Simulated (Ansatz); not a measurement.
## BN, response to strain

Base system: BN in the wurtzite structure (space group P6_3mc, No. 186).

```
CELL_PARAMETERS angstrom
      2.55452     0.00000     0.00000
     -1.27726     2.21228     0.00000
      0.00000     0.00000     4.22456
ATOMIC_POSITIONS crystal
  B  0.33333 0.66667 0.00019
  B  0.66667 0.33333 0.50019
  N  0.33333 0.66667 0.37481
  N  0.66667 0.33333 0.87481
```

Cartesian axes are those of the cell as printed.

Strains are applied to the cell and any free atomic positions relax; under biaxial strain the out-of-plane vector relaxes too.

Computed with PBE (Ansatz, a first-principles code, PAW, scalar-relativistic without spin-orbit coupling).

```csv
case,band gap,out-of-plane strain,electron mass
base,5.23 eV,–,"0.31 mₑ along c, 0.51 mₑ across (at K)"
"biaxial strain −3.00 %, plane normal [001], relaxed out of plane",___,___,"0.31 mₑ out of plane, 0.49 mₑ in plane (at K)"
"biaxial strain −2.40 %, plane normal [001], relaxed out of plane",4.99 eV,+0.28 %,"0.31 mₑ out of plane, 0.49 mₑ in plane (at K)"
"biaxial strain −1.80 %, plane normal [001], relaxed out of plane",5.06 eV,+0.21 %,"0.31 mₑ out of plane, 0.50 mₑ in plane (at K)"
"biaxial strain −1.20 %, plane normal [001], relaxed out of plane",5.12 eV,+0.14 %,"0.31 mₑ out of plane, 0.50 mₑ in plane (at K)"
"biaxial strain −0.60 %, plane normal [001], relaxed out of plane",5.18 eV,+0.07 %,"0.31 mₑ out of plane, 0.51 mₑ in plane (at K)"
```

**Question.** Fill in the withheld entries from the trend.

**Answer.** 
- biaxial strain −3.00 %, plane normal [001], relaxed out of plane, band gap: 4.92 eV
- biaxial strain −3.00 %, plane normal [001], relaxed out of plane, out-of-plane strain: +0.35 %

Effective masses come from finite differences of ±0.01 Å⁻¹. Whether these cells are dynamically stable was not tested.
